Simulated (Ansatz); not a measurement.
Start from Si in the diamond structure (space group Fd-3m, No. 227; a = 5.470 Å).

The values are results of DFT with PBE, PAW potentials and a 420 eV plane-wave cutoff in Ansatz (a quantum-chemistry and plane-wave program), no SOC, earlier PAW set, not measurements.

Before the change:

- Pressure = 0.00 GPa

Modification: the cell is scaled by 1.0079 in all directions; the atoms relax in the strained cell.

Q: What does the calculation give for the mean gap deformation potential ΔEg/Δln V, pressure and energy relative to the base after the change?

A: The mean gap deformation potential ΔEg/Δln V comes out as +1.8 eV; the pressure goes from zero to -2.00 GPa; the energy grows by 3.1 meV/atom.

Whether these cells are dynamically stable was not tested.
